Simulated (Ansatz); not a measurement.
## TaAs (Pm-3m): resistivity and electron-phonon coupling

Data:

```xyz
2
Lattice="3.1797 0.0000 0.0000 0.0000 3.1797 0.0000 0.0000 0.0000 3.1797" Properties=species:S:1:pos:R:3 pbc="T T T"
Ta     0.0000     0.0000     0.0000
As     1.5898     1.5898     1.5898
```

Level of theory: PBEsol, DFPT electron-phonon coupling, linearised Boltzmann equation (plane waves, PAW, scalar-relativistic; Ansatz, an electronic-structure program). Geometry: relaxed with this functional, without spin-orbit coupling.

* **resistivity at 300 K**: 17.7 μΩ·cm
* **electron mean free path at 300 K (weighted by the current that each state carries)**: 9.4 nm
* **electron-phonon coupling λ**: 0.42
* **transport coupling λ_tr**: 0.42
* **logarithmic mean phonon energy**: 14.9 meV
* **density of states at the Fermi level**: 0.35 states/(eV·spin·cell)
* **Drude plasma energy**: 5.1 eV
* **Hall coefficient at 300 K**: -30 ×10⁻¹¹ m³/C

A metal at this level (no band gap). Only scattering by harmonic phonons is included (no impurities, grain boundaries, electron-electron scattering or thermal expansion). Spin-orbit coupling is left out, which matters with elements this heavy. The squared frequency of the phonon mode least converged on the k mesh is uncertain by 13 %. Halving the electron mesh (28x28x28) moves the resistivity by up to 4 % at 300 K, the mean free path by up to 8 %, the coupling by up to 5 %. Smearing 0.20 eV; phonons on a 4x4x4 q mesh, which this run doesn't test and which matters most at low temperature.

Computed structure, not matched to a measured one here, so possibly hypothetical: TaAs (Pm-3m).
